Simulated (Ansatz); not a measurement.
## Several settings converged on the (100) slab of SnO2 (cut from a parent of space group no. 58; 12 atoms in the cell)

```yaml
crystal:
  lattice:
    - [4.88118, 0.00000, 0.00000]
    - [0.00000, 3.25062, 0.00000]
    - [0.00000, 0.00000, 23.20280]
  atoms:
    - { symbol: Sn, position: [0.50000, 0.50000, 0.34477] }
    - { symbol: Sn, position: [0.00000, 0.00000, 0.44826] }
    - { symbol: O, position: [0.32104, 0.00000, 0.30169] }
    - { symbol: O, position: [0.67896, 0.00000, 0.38785] }
    - { symbol: O, position: [0.17896, 0.50000, 0.40518] }
    - { symbol: O, position: [0.82104, 0.50000, 0.49134] }
    - { symbol: Sn, position: [0.50000, 0.50000, 0.55174] }
    - { symbol: Sn, position: [0.00000, 0.00000, 0.65523] }
    - { symbol: O, position: [0.32104, 0.00000, 0.50866] }
    - { symbol: O, position: [0.67896, 0.00000, 0.59483] }
    - { symbol: O, position: [0.17896, 0.50000, 0.61215] }
    - { symbol: O, position: [0.82104, 0.50000, 0.69831] }
```

Base method: LDA (PW92), default PAW files made with PBE (plane waves; Ansatz, an electronic-structure program).

Base settings: basis.ecutwfc = 420 eV; kpoints.mp_grid.grid = 3 5 1; hamiltonian.xc = lda; hamiltonian.pseudopotentials = {kind: paw} (the program's default PAW files); scf.occupations.method = fermi_dirac; scf.occupations.width = 0.05 eV.

The count of work is k-points × plane waves × bands × iterations; it is no time. Core times come from one kind of shared machine, to one figure; runs under 30 s give none.

**The k-point mesh**

Only quantities that move along the ladder and can be compared are tabulated.

| kpoints.mp_grid.grid | free energy less the last step's (meV/atom) | largest difference of a force vector from the last step's (eV/Å) | gap on the mesh (eV) | count of work / last | core time / last (rough) |
|---|---|---|---|---|---|
| 2 2 1 | 96.15 | 0.278 | 1.052 | 0.051 | – |
| 2 3 1 | 12.61 | 0.085 | 1.071 | 0.057 | – |
| 3 4 1 | 2.02 | 0.020 | 1.058 | 0.086 | – |
| 3 5 1 | 0.43 | 0.011 | 1.031 | 0.086 | – |
| 4 6 1 | 0.05 | 0.002 | 1.055 | 0.17 | – |
| 5 7 1 | 0.02 | 0.001 | 1.029 | 0.17 | – |
| 6 9 1 | -0.01 | 0.000 | 1.031 | 0.29 | 0.3 |
| 7 10 1 | -0.01 | 0.000 | 1.029 | 0.34 | 0.3 |
| 8 12 1 | -0.01 | 0.000 | 1.028 | 0.50 | 0.5 |
| 9 14 1 | 0.01 | 0.000 | 1.028 | 0.57 | 0.6 |
| 11 16 1 | 0.00 | 0.000 | 1.030 | 0.77 | 0.8 |
| 13 19 1 | 0.00 | 0.000 | 1.028 | 1.0 | 1 |

Coarsest kpoints.mp_grid.grid that holds the free energy within 5 meV/atom of the last step, with all finer ones: 3 4 1, at 0.086 of the last step's count of work; the step before is off by 13 meV/atom.

Coarsest kpoints.mp_grid.grid that holds the forces within 0.01 eV/Å of the last step, with all finer ones: 4 6 1, at 0.17 of the last step's count of work; the step before is off by 0.011 eV/Å.

The gap on the mesh jumps up and down from mesh to mesh; it is no smooth measure of convergence.

**The depth of the slab**

On a (100) slab of SnO2 (cut from a parent of space group no. 58; 6 atoms in the cell), and deeper slabs.

The mesh stays at the base's, so the ladder's end is converged at best in this setting alone.

Only quantities that move along the ladder and can be compared are tabulated.

| atoms | gap on the mesh (eV) | count of work / last | core time / last (rough) |
|---|---|---|---|
| 6 | 1.202 | 0.058 | – |
| 12 | 1.031 | 0.18 | – |
| 18 | 0.934 | 0.33 | – |
| 24 | 0.856 | 0.52 | 0.5 |
| 30 | 0.799 | 0.74 | 0.7 |
| 36 | 0.748 | 1.0 | 1 |

Smallest size that holds the gap on the mesh within 0.1 eV: not settled: the last two steps still differ by 0.051 eV, over half the tolerance, so the ladder does not show it.

On the base run: the starting cell comes from a database of computed structures (which also holds hypothetical and non-ambient phases and stackings), without a prior relaxation at this level. The slab is cut from that crystal, and its faces are unrelaxed. Its lattice was rescaled by up to half a per cent. Spin polarisation is off, though cut faces can carry moments; a gap of a slab can lie between surface states. In the base run, forces exceed 1 eV/Å.

Keys are those of Ansatz 0.2.
